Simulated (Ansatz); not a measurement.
The starting structures come from a database of crystals and need not be the phases stable at ambient conditions.

**Evanescent states of BiRhS (P2_13, not sure to be the ambient phase, 12 atoms a cell, 20.1 Å³ an atom, -2 GPa at this level) along the normal of (110)**

All values below come from r2SCAN (plane waves, PAW; Ansatz, a program for electronic structure).

The gap is the functional's own. No spin-orbit coupling. Mid-gap values are interpolated on the energy grid.

Energies count from the valence-band top; κ is the least over a 6×4 mesh across the current.

| E (eV) | κ (1/Å) | where |
|---|---|---|
| 0.03 | 0.037 | off Γ |
| 0.07 | 0.070 | off Γ |
| 0.12 | … | off Γ |
| 0.17 | … | off Γ |
| 0.23 | … | off Γ |
| 0.28 | … | off Γ |
| 0.33 | … | off Γ |
| 0.38 | … | off Γ |
| 0.42 | … | off Γ |
| 0.47 | 0.075 | off Γ |
| 0.53 | 0.039 | off Γ |

### Question
Fill in the missing entries.

### Answer

- 0.12, κ (1/Å): 0.092
- 0.17, κ (1/Å): 0.108
- 0.23, κ (1/Å): 0.122
- 0.28, κ (1/Å): 0.135
- 0.33, κ (1/Å): 0.128
- 0.38, κ (1/Å): 0.114
- 0.42, κ (1/Å): 0.097
